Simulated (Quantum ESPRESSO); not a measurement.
Input and output of a self-consistent single point for CdTe (F-43m, 2 atoms in the cell) (Quantum ESPRESSO).

Level of theory: revPBE, GBRV 1.5 ultrasoft (PBE) pseudopotentials (plane waves; Quantum ESPRESSO 7.5).

```
CdTe
1.0
    0.00000     3.28212     3.28212
    3.28212     0.00000     3.28212
    3.28212     3.28212     0.00000
Cd Te
1 1
Direct
  0.00000   0.00000   0.00000
  0.25000   0.25000   0.25000
```

Reference input (self-consistent single point, DFT, revPBE, plane waves, GBRV 1.5 ultrasoft (PBE) pseudopotentials): ecutwfc = 40 Ry; ecutrho = 200 Ry; occupations = smearing; smearing = fermi-dirac; degauss = 0.0036749 Ry; input_dft = revpbe; potentials = {Cd: cd_pbe_v1.uspp.F.UPF, Te: te_pbe_v1.uspp.F.UPF}; K_POINTS = automatic 6 6 6 0 0 0; conv_thr = 1e-11 Ry; mixing_beta = 0.5. This run's input differs from it in these lines:

```diff
@@ -20,3 +20,2 @@
 &ELECTRONS
- conv_thr = 1.0e-11,
  mixing_beta = 0.5,
```

Output, abridged:

```
     Self-consistent Calculation

     iteration #  1     ecut=    40.00 Ry     beta= 0.50

     Threshold (ethr) on eigenvalues was too large:
     Diagonalizing with lowered threshold

     negative rho (up, down):  2.449E-02 0.000E+00

     total energy              =    -141.34295396 Ry
     estimated scf accuracy    <       0.07565809 Ry

     iteration #  2     ecut=    40.00 Ry     beta= 0.50

     negative rho (up, down):  2.480E-02 0.000E+00

     total energy              =    -141.36479289 Ry
     estimated scf accuracy    <       0.00591493 Ry

     iteration #  3     ecut=    40.00 Ry     beta= 0.50

     negative rho (up, down):  2.504E-02 0.000E+00

     total energy              =    -141.36554758 Ry
     estimated scf accuracy    <       0.00082669 Ry

   [... 2 blocks of this kind left out ...]

     iteration #  6     ecut=    40.00 Ry     beta= 0.50

     negative rho (up, down):  2.510E-02 0.000E+00

     total energy              =    -141.36569291 Ry
     estimated scf accuracy    <       0.00000219 Ry

     iteration #  7     ecut=    40.00 Ry     beta= 0.50

     negative rho (up, down):  2.510E-02 0.000E+00
     End of self-consistent calculation

     the Fermi energy is     5.1983 ev

!    total energy              =    -141.36569353 Ry
     estimated scf accuracy    <       0.00000050 Ry
     smearing contrib. (-TS)   =      -0.00000058 Ry
     internal energy E=F+TS    =    -141.36569294 Ry

     convergence has been achieved in   7 iterations

     negative rho (up, down):  2.510E-02 0.000E+00

     Forces acting on atoms (cartesian axes, Ry/au):

     atom    1 type  1   force =    -0.00000000    0.00000000    0.00000000
     atom    2 type  2   force =     0.00000000   -0.00000000   -0.00000000

     Total force =     0.000000     Total SCF correction =     0.000000

     negative rho (up, down):  2.510E-02 0.000E+00
          total   stress  (Ry/bohr**3)                   (kbar)     P=       17.76
   0.00012075   0.00000000   0.00000000           17.76        0.00        0.00
   0.00000000   0.00012075   0.00000000            0.00       17.76        0.00
   0.00000000   0.00000000   0.00012075            0.00        0.00       17.76

   JOB DONE.
```

The run converged in 7 iterations. Against the reference run the free energy stays essentially unchanged (within 1 meV/atom), the pressure goes from 2.09 to 1.78 GPa and the gap on the mesh moves little (0.750 to 0.751 eV).

The starting cell comes from a database of computed structures (which also holds hypothetical and non-ambient phases and stackings), without a prior relaxation at this level. Spin-orbit coupling is off.
